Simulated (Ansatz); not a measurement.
Zr₂InN (P6₃/mmc, No. 194, 8 atoms in the cell; start mp-1084767), treated with PBEsol (Ansatz, a quantum-chemistry and plane-wave program, plane waves, PAW).

Numerical settings: plane-wave cutoff 520 eV, 18×18×4 k mesh (along the axes of the cell as run), Fermi–Dirac smearing 0.05 eV, scalar-relativistic PAW data made under PBE.

Cell (relaxed at this level):

```
InZr2N
1.0
    3.26297     0.00000     0.00000
   -1.63149     2.82582     0.00000
    0.00000     0.00000    14.78910
Zr In N
4 2 2
Direct
  0.66667   0.33333   0.91635
  0.33333   0.66667   0.08365
  0.33333   0.66667   0.41635
  0.66667   0.33333   0.58365
  0.66667   0.33333   0.25000
  0.33333   0.66667   0.75000
  0.00000   0.00000   0.00000
  0.00000   0.00000   0.50000
```

Question: Predict the bulk modulus.

Answer: 
- bulk modulus = 145 GPa

The run finds no gap.

Note: the bulk modulus is −V dP/dV from two relaxed cells at ±2 % in volume; the relaxation could not lower the start's symmetry, so the cell can be a saddle point above a distorted one.

Spin–orbit coupling is not included; it can open a gap where bands touch, and shift volumes and moduli.

The computed numbers hold no vibrational or temperature effects.

It cost very roughly 3 core-minutes of CPU time.

A start named mp-… is a Materials Project structure, which need not be a measured phase.
